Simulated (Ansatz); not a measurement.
# A computed series for Hf: response to strain

Start from Hf in the hcp (Mg type) structure (space group P6_3/mmc, No. 194; relaxed with 0.1 eV smearing).

```
CELL_PARAMETERS angstrom
      3.15801     0.00000     0.00000
     -1.57901     2.73492     0.00000
      0.00000     0.00000     5.00438
ATOMIC_POSITIONS crystal
  Hf 0.33333 0.66667 0.75000
  Hf 0.66667 0.33333 0.25000
```

Cartesian axes are those of the cell as printed.

Strains are applied to the cell and any free atomic positions relax; under biaxial strain the out-of-plane vector relaxes too.

All numbers come from PBEsol in Ansatz (plane waves to 420 eV, PAW, without spin-orbit coupling), earlier PAW set.

Notes on the quantities. energy relative to the base: free energy F.

| change | volume per atom | energy relative to the base | space group |
|---|---|---|---|
| base | 21.61 Å³ | 0 meV/atom | P6_3/mmc (No. 194) |
| biaxial strain +0.93 %, plane normal [001], relaxed out of plane | 21.87 Å³ | – | P6_3/mmc (No. 194) |
| biaxial strain +4.07 %, plane normal [001], relaxed out of plane | 22.76 Å³ | – | P6_3/mmc (No. 194) |
| isotropic strain −1.98 % | 20.35 Å³ | ___ | P6_3/mmc (No. 194) |
| isotropic strain +0.74 % | 22.09 Å³ | +3.7 meV/atom | P6_3/mmc (No. 194) |
| isotropic strain +5.08 % | 25.07 Å³ | ___ | P6_3/mmc (No. 194) |
| isotropic strain +5.25 % | 25.20 Å³ | +167 meV/atom | P6_3/mmc (No. 194) |
| uniaxial strain ε_zz = −5.26 % | 20.47 Å³ | +43 meV/atom | P6_3/mmc (No. 194) |
| tensor shear ε_xz = −1.12 % | 21.61 Å³ | ___ | C2/c (No. 15) |

Complete the table.


- isotropic strain −1.98 %, energy relative to the base: +28 meV/atom
- isotropic strain +5.08 %, energy relative to the base: +157 meV/atom
- tensor shear ε_xz = −1.12 %, energy relative to the base: +1.6 meV/atom

No phonon test of stability was made. All final runs are without spin polarisation.

Ansatz is a program for electronic structure.
